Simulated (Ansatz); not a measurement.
Consider a 16-atom cell of (Ti,Zr)C started in the rock salt structure, site fractions Ti 0.250, Zr 0.750, short-range order -0.11 in the first shell of the mixed sites (0 is random, a negative value favours unlike neighbours), space group Cmmm at the end, an ordered arrangement that its symmetry holds. Its start:

```
CELL_PARAMETERS angstrom
      0.00000     4.63227     4.63227
      4.63124     0.00053     4.63174
      4.63124     4.63174     0.00053
ATOMIC_POSITIONS crystal
  Zr 0.00000 0.00000 0.00000
  Ti 0.00000 0.00000 0.50000
  Zr 0.00000 0.50000 0.00000
  Zr 0.00000 0.50000 0.50000
  Zr 0.50000 0.00000 0.00000
  Ti 0.50000 0.00000 0.50000
  Zr 0.50000 0.50000 0.00000
  Zr 0.50000 0.50000 0.50000
  C  0.25000 0.23771 0.26229
  C  0.25659 0.24341 0.74341
  C  0.24341 0.75659 0.25659
  C  0.25000 0.76229 0.73771
  C  0.75000 0.23771 0.26229
  C  0.75659 0.24341 0.74341
  C  0.74341 0.75659 0.25659
  C  0.75000 0.76229 0.73771
```

The mixing enthalpy is taken against the end members in the rock salt type, relaxed in the same cell and mesh.

All values below come from PBE (plane waves to 420 eV, PAW; Ansatz, a quantum-chemistry and plane-wave program). Spin–orbit coupling is left out; the runs are not spin-polarised. Its k-point mesh 5×5×5, Fermi–Dirac width 0.05 eV.

```tsv
end member	weight	volume per atom (Å³)
TiC	0.250	10.17
ZrC	0.750	13.05
```

### Question
Predict the alloy's volume, bond lengths and mixing enthalpy.

### Answer
| Item | Value |
|---|---|
| volume per atom | 12.37 Å³ |
| C–Zr bonds | 2.328 Å on average, from 2.312 to 2.358 (36) |
| C–Ti bonds | 2.269 Å on average, from 2.266 to 2.270 (12) |
| mixing enthalpy per site of the mixed sublattice | 102 meV |
| departure of the mean lattice parameter from Vegard's line | +0.2 % |
